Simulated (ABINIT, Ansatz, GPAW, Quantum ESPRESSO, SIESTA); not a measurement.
**One structure in several programs: SrPd2 (Fd-3m, 6 atoms in the cell)**

Self-consistent single point.

```yaml
crystal:
  lattice:
    - [0.00000, 3.93562, 3.93562]
    - [3.93562, 0.00000, 3.93562]
    - [3.93562, 3.93562, 0.00000]
  atoms:
    - { symbol: Sr, position: [0.75000, 0.75000, 0.75000] }
    - { symbol: Sr, position: [0.50000, 0.50000, 0.50000] }
    - { symbol: Pd, position: [0.12500, 0.62500, 0.12500] }
    - { symbol: Pd, position: [0.12500, 0.12500, 0.12500] }
    - { symbol: Pd, position: [0.62500, 0.12500, 0.12500] }
    - { symbol: Pd, position: [0.12500, 0.12500, 0.62500] }
```

Shared settings, as Ansatz (a first-principles code) writes them: kpoints.mp_grid.grid = 3 3 3; scf.occupations.method = gaussian; scf.occupations.width = 0.136 eV. Potentials and cutoffs stand in the table.

```tsv
code	model	pressure (GPa)	cutoff
SIESTA	GGA PBEsol, numerical atomic orbitals DZP, PseudoDojo PBEsol standard norm-conserving potentials (rewritten from UPF to PSML)	5.39	grid 400 Ry
Quantum ESPRESSO	PBEsol, GBRV 1.5 ultrasoft (PBESOL) pseudopotentials	-3.16	40 Ry
ABINIT	PBEsol, PAW (JTH v2.0 PBE PAW, files made for PBE)	-3.43	24 Ha
Ansatz	PBEsol, PAW files made with PBE	-3.34	default
GPAW	PBEsol, GPAW PAW datasets PBEsol (made by gpaw-setup)	-2.83	600 eV
```

On Ansatz's run: spin polarisation is off.

The spread over the programs that give each value: pressure within 8.82 GPa.

SIESTA uses small atom-centred bases, whose incompleteness enters pressures, forces and empty levels differently from a plane-wave cutoff. Ansatz's pressure is given at a fixed set of plane waves, as the other plane-wave codes print theirs. In the pressure, SIESTA (by 8.63) lies more than 1 GPa from the median of the plane-wave programs.

On the base mesh (7 7 7) the same programs gave: Ansatz pressure -3.21 GPa; Quantum ESPRESSO pressure -3.03 GPa; ABINIT pressure -3.31 GPa; GPAW pressure -2.66 GPa; SIESTA pressure 6.07 GPa.

The starting cell comes from a database of computed structures (which also holds hypothetical and non-ambient phases and stackings), without a prior relaxation at this level.

Left out of this page: CP2K (on another mesh); Elk and FLEUR (not drawn, or without a comparable value).

Keys are those of Ansatz 0.2.
